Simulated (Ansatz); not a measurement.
**SiO2: pressure 4.5 GPa**

Consider SiO2 (space group P3_221, No. 154; a = 5.022 Å, c = 5.510 Å).

The change: cell and atoms relaxed at a pressure of 4.5 GPa.

All numbers come from PBE (Ansatz, a first-principles code), no spin-orbit coupling. k-mesh 8×8×6 (Γ-centred); smearing 0.05 eV (Fermi–Dirac).

- Volume per atom: 12.02 Å³ (base 13.37 Å³)
- Density: 2.77 g/cm³ (base 2.49 g/cm³)
- Lattice parameter a: 4.828 Å (base 5.022 Å)
- c/a ratio: 1.110 (base 1.097)
- Shortest interatomic distance: 1.620 Å (base 1.626 Å)
- Enthalpy H = E + PV relative to the base's energy: +0.35 eV/atom
- Band gap: 5.98 eV (an upper bound: an edge found on the path is not a true extremum; the changed cell) (base 5.68 eV)

Load acts through the strain it causes; cell and atoms are relaxed under it. Stability against distortions was not tested.
